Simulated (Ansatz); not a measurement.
Ansatz (a program for electronic structure) run on AlInSb2 (Pmm2, 4 atoms in the cell): self-consistent single point.

Method of the run: LDA (PW92), harder PAW files (source: ansatz) made with PBE (plane waves; Ansatz).

```
AlInSb2
1.0
    4.49265     0.00000     0.00000
    0.00000     4.49265     0.00000
    0.00000     0.00000     6.32977
Al In Sb
1 1 2
Direct
  0.00000   0.00000   0.00790
  0.50000   0.50000   0.50000
  0.00000   0.50000   0.23337
  0.50000   0.00000   0.76663
```

Reference input (self-consistent single point, DFT, LDA (PW92), plane waves, default PAW files made with PBE): basis.ecutwfc = 420 eV; kpoints.mp_grid.grid = 5 5 3; hamiltonian.xc = lda; hamiltonian.pseudopotentials = {kind: paw} (the program's default PAW files); scf.occupations.method = fermi_dirac; scf.occupations.width = 0.01 eV. This run's input differs from it in these lines:

Ansatz 0.2 input:
```diff
@@ -12,3 +12,3 @@
 basis:
-  ecutwfc: 420.0 eV
+  ecutwfc: 630.0 eV
 kpoints:
@@ -20,2 +20,3 @@
     kind: paw
+    source: ansatz
 scf:
```

Log, with long lists cut:

```
SCF iter   1: F=—  HF=-29453.095683 eV  |F-HF|=—  |Δ(HF+E_count)|=         —  Δρ=3.02e-2  dr2=1.13e0  ethr=3.10e-3  ⟨swp⟩=7.2  Hψ=3232  notcnv=0
all-band conjugate gradients solve this SCF's bands
preconditioner: auto → Resta (q_TF=auto, 2.491 Å⁻¹)
SCF iter   2: F=—  HF=-29452.791927 eV  |F-HF|=—  |Δ(HF+E_count)|=   3.04e-1  Δρ=1.44e-2  dr2=2.85e-1  ethr=1.52e-3  ⟨swp⟩=3.9  Hψ=1504  notcnv=0  defer=47
   [... lines left out ...]
SCF iter   5: F=—  HF=-29452.700956 eV  |F-HF|=—  |Δ(HF+E_count)|=   2.45e-4  Δρ=2.25e-4  dr2=1.08e-4  ethr=1.24e-6  ⟨swp⟩=2.0  Hψ=1184  notcnv=0  defer=47
SCF iter   6: F=—  HF=-29452.700978 eV  |F-HF|=—  |Δ(HF+E_count)|=   2.18e-5  Δρ=5.93e-5  dr2=4.92e-6  ethr=1.46e-7  ⟨swp⟩=2.0  Hψ=1339  notcnv=0  defer=47
SCF iter   7: F=—  HF=-29452.700963 eV  |F-HF|=—  |Δ(HF+E_count)|=   1.52e-5  Δρ=1.87e-5  dr2=3.85e-7  ethr=6.65e-9  ⟨swp⟩=2.2  Hψ=1228  notcnv=0  defer=47
SCF iter   8: F=-29452.700963 eV  HF=-29452.700963 eV  |F-HF|=5.74e-9  |Δ(HF+E_count)|=   3.12e-8  Δρ=4.85e-6  dr2=2.46e-8  ethr=1.35e-10  ⟨swp⟩=13.5  Hψ=4145  notcnv=0
SCF 1 converged in 8 iterations: F = -29452.700963 eV  dr2 = 2.46e-8
Free energy (F): -29452.700963 eV
Internal energy: -29452.700963 eV  (E = F + TS)
E sigma→0 (E₀):  -29452.700963 eV
Entropy (-TS):   -0.000000 eV (-0.000 meV/atom)
Fermi energy:    8.076446 eV
--- Forces (eV/Å), atoms counted from 1 ---
  atom   1  Al     0.00000000     0.00000000    -0.41243263
  atom   2  In     0.00000000     0.00000000     0.07183306
  atom   3  Sb     0.00000000     0.00000000     0.21326887
  atom   4  Sb     0.00000000     0.00000000     0.12736390
--- Stress (GPa, compression-positive) ---
       -1.970303       0.000000       0.000000
        0.000000      -1.182288       0.000000
        0.000000       0.000000      -1.802471
  P = ⅓ Tr σ = -1.6517 GPa (-16.517 kbar)
  The stress holds the Pulay correction. Without it, at fixed plane waves, as pw.x and ABINIT print it: P = -2.1077 GPa
```

The run converged in 8 iterations. Against the reference run the pressure hardly changes (-1.66 to -1.65 GPa), the largest force moves little (0.413 to 0.412 eV/Å) and the gap on the mesh moves little (0.261 to 0.260 eV).

The starting cell comes from a database of computed structures (which also holds hypothetical and non-ambient phases and stackings), without a prior relaxation at this level. Its lattice was rescaled by up to half a per cent. One atom was moved a little off its site on purpose. Spin-orbit coupling is off. Ansatz's pressure includes its estimate of the finite-basis (Pulay) stress. The cutoff lies below the one recommended for these files.
